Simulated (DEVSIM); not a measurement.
System: illuminated Si p-on-n cell, one wavelength, at 400 K.

| layer (left to right) | material | thickness (μm) | Nd (cm⁻³) | Na (cm⁻³) | τn (s) | τp (s) | absorption coefficient (cm⁻¹) |
|---|---|---|---|---|---|---|---|
| 1 | Si | 0.640 | - | 2e18 | 1.1e-6 | 3.6e-6 | 14000 |
| 2 | Si | 47.0 | 3.7e16 | - | 4.7e-6 | 4.7e-6 | 14000 |

Left contact: ohmic, minority electron recombination velocity 8000 cm/s. Right contact: ohmic, minority hole recombination velocity 300 cm/s. Voltage is applied to the left contact. Recombination: SRH at mid-gap, radiative, Auger. Light enters at the left, 1e18 photons cm⁻² s⁻¹, one pass, no reflection. Mobility is constant in doping. Where it depends on doping, it is μmin + (μ − μmin)/(1 + (N/Nref)^α).

Constants are typed, rounded textbook-type inputs, not results; the design itself was drawn at random and stands for no fabricated device. Values at 300 K; Nc and Nv go as T^1.5, mobilities as T to minus their exponent, the gap by Varshni's rule with the affinity fixed. The table also holds parameters that only a changed run uses.

| parameter | Si |
|---|---|
| gap (eV) | 1.124 |
| affinity (eV) | 4.05 |
| permittivity | 11.7 |
| Nc (cm⁻³) | 2.86e19 |
| Nv (cm⁻³) | 3.1e19 |
| μn (cm²/Vs) | 1417 |
| μp (cm²/Vs) | 470 |
| μn,min | 52 |
| μp,min | 45 |
| Nref,n | 9.7e16 |
| Nref,p | 2.2e17 |
| αn | 0.68 |
| αp | 0.72 |
| T exponent of μn | 2.3 |
| T exponent of μp | 2.2 |
| B (cm³/s) | 4.7e-15 |
| Cn (cm⁶/s) | 2.8e-31 |
| Cp (cm⁶/s) | 9.9e-32 |
| Varshni α (eV/K) | 0.000473 |
| Varshni β (K) | 636 |

DEVSIM, 1D drift-diffusion, Boltzmann statistics, complete ionisation; no tunnelling, impact ionisation, image-force lowering or self-heating.

Base results: short-circuit current (mA/cm²) 159; potential step across the device at zero bias (V) 0.743; dark forward voltage at 1 A/cm² (V) 0.545; dark forward voltage at 100 A/cm² (V) 0.745.

Question: What follows from this one change: doping Na of layer 1 2e+18 → 6e+17 cm^-3?

Answer: short-circuit current little changed (159 mA/cm²); potential step across the device at zero bias 0.743 → 0.701 V; dark forward voltage at 1 A/cm² 0.545 → 0.534 V; dark forward voltage at 100 A/cm² 0.745 → 0.727 V.

Question: What follows from this one change: minority lifetime in layer 2 4.7e-06 → 4.7e-07 s?

Answer: short-circuit current 159 → 157 mA/cm²; potential step across the device at zero bias little changed (0.743 V); dark forward voltage at 1 A/cm² 0.545 → 0.499 V; dark forward voltage at 100 A/cm² 0.745 → 0.741 V.

Question: What follows from this one change: thickness of layer 1 0.64 → 3.2 μm?

Answer: short-circuit current 159 → 148 mA/cm²; potential step across the device at zero bias little changed (0.743 V); dark forward voltage at 1 A/cm² little changed (0.545 V); dark forward voltage at 100 A/cm² little changed (0.746 V).

Question: What follows from this one change: doping-dependent mobility in place of the constant one?

Answer: short-circuit current 159 → 154 mA/cm²; potential step across the device at zero bias little changed (0.743 V); dark forward voltage at 1 A/cm² little changed (0.546 V); dark forward voltage at 100 A/cm² 0.745 → 0.752 V.
